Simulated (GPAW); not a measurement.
Worked example: self-consistent single point of Ga (Cmce, 4 atoms in the cell) in GPAW.

Method: LDA (Perdew-Wang 92), GPAW PAW datasets LDA (gpaw-data 1.0.1) (plane waves; GPAW).

```
CELL_PARAMETERS angstrom
      2.19253    -3.75872     0.00000
      2.19253     3.75872     0.00000
      0.00000     0.00000     4.50721
ATOMIC_POSITIONS crystal
  Ga 0.65570 0.34430 0.41540
  Ga 0.34430 0.65570 0.58460
  Ga 0.84430 0.15570 0.91540
  Ga 0.15570 0.84430 0.08460
```

Reference input (self-consistent single point, DFT PBE, plane waves, GPAW PAW datasets PBE (gpaw-data 1.0.1)): mode = pw; ecut = 550 eV; xc = PBE; kpts = 7 7 6; mesh shift (steps) = 0 0 0; occupations.name = methfessel-paxton; occupations.width = 0.272 eV; occupations.order = 0; nbands = -8; convergence.forces = 0.001 eV/Å; symmetry.symmorphic = false; symmetry.tolerance = 0.0005. This run's input differs from it in these lines:

```diff
@@ -15,3 +15,3 @@
 calc = GPAW(mode={'name': 'pw', 'ecut': 550},
-            xc='PBE',
+            xc='LDA',
             kpts={'size': (7, 7, 6), 'gamma': True},
```

Its files differ too (potentials: GPAW PAW datasets LDA (gpaw-data 1.0.1)).

The program printed (abridged):

```
     iter     time        total  log10-change:
                         energy   eigst   dens  force
iter:   1 --:--:--   -14.399334
iter:   2 --:--:--   -14.397165   -2.86  -0.90
iter:   3 --:--:--   -14.357824   -2.88  -0.92
iter:   4 --:--:--   -14.358003   -4.18  -2.17
iter:   5 --:--:--   -14.357560c  -4.96  -2.23
iter:   6 --:--:--   -14.357325c  -5.09  -2.41
iter:   7 --:--:--   -14.357317c  -6.30  -2.84
iter:   8 --:--:--   -14.357318c  -7.49c -3.41
iter:   9 --:--:--   -14.357319c  -7.54c -3.57
iter:  10 --:--:--   -14.357319c  -8.43c -4.07c
iter:  11 --:--:--   -14.357319c  -9.80c -4.68c -3.76c
Converged after 11 iterations.

Dipole moment: (-0.000000, 0.000000, -0.000000) |e|*Ang

Energy contributions relative to reference atoms: (reference = -211232.224411)

Kinetic:        +56.773758
Potential:      -46.385596
External:        +0.000000
XC:             -24.799667
Entropy (-ST):   -0.026802
Local:           +0.067586
SIC:             +0.000000
--------------------------
Free energy:    -14.370720
Extrapolated:   -14.357319

Showing only first 2 kpts
 Kpt  Band  Eigenvalues  Occupancy
  0     4      4.39669    2.00000
  0     5      5.06089    1.99999
  0     6      6.84564    0.00000
  0     7      6.91562    0.00000

  1     4      4.58601    2.00000
  1     5      5.20927    1.99969
  1     6      6.64960    0.00010
  1     7      7.01858    0.00000

Fermi level: 5.90239

No gap
No difference between direct/indirect transitions
Energy (eV): -14.357319

Forces in eV/Ang:
  0 Ga    0.00000    0.02461    0.01152
  1 Ga    0.00000   -0.02461   -0.01152
  2 Ga    0.00000   -0.02461    0.01152
  3 Ga    0.00000    0.02461   -0.01152

Stress tensor:
    -0.003066     0.000000     0.000000
     0.000000    -0.003212     0.000000
     0.000000     0.000000     0.000263
Stress (GPa, Voigt): [-0.4913 -0.5146  0.0421  0.      0.      0.    ]
```

The run converged in 11 iterations. GPAW prints stress with tension positive. Against the reference run the pressure goes from 6.45 to 0.32 GPa and the largest force goes from 0.072 to 0.027 eV/Å.

The starting cell comes from a database of computed structures (which also holds hypothetical and non-ambient phases and stackings), without a prior relaxation at this level. Its lattice was rescaled by a random factor within 2.5 % of one.

Cost on one core of a shared machine: roughly 40 s.
